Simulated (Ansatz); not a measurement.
Be2C (Fm-3m), PBEsol, rigid bands run with Ansatz (a quantum-chemistry and plane-wave program): N_v = 4.84e19 cm⁻³ at 300 K and a hole conductivity mass of 0.430 mₑ.

Task: For 1e16 holes per cm³ at 300 K, place the Fermi level, estimate the Seebeck coefficient of a parabolic band with constant τ, and give mobility and conductivity for τ = 20 fs.

Result: The level lies k_BT ln(N_v/p) = 0.219 eV above the valence-band maximum. S ≈ +(k_B/e)[ln(N_v/p) + 5/2] = 947 μV/K, against 942 μV/K from the full bands (mean over directions). μ = eτ/m = 81.8 cm²/(V·s) and σ = peμ = 0.131 S/cm. τ is assumed, not computed.

Band transport and this doping are assumed; polarons and phonon drag are left out. Spin-orbit coupling is left out.

Formula and space group known from diffraction (Crystallography Open Database), not checked to be the room-temperature form: Be2C (Fm-3m).
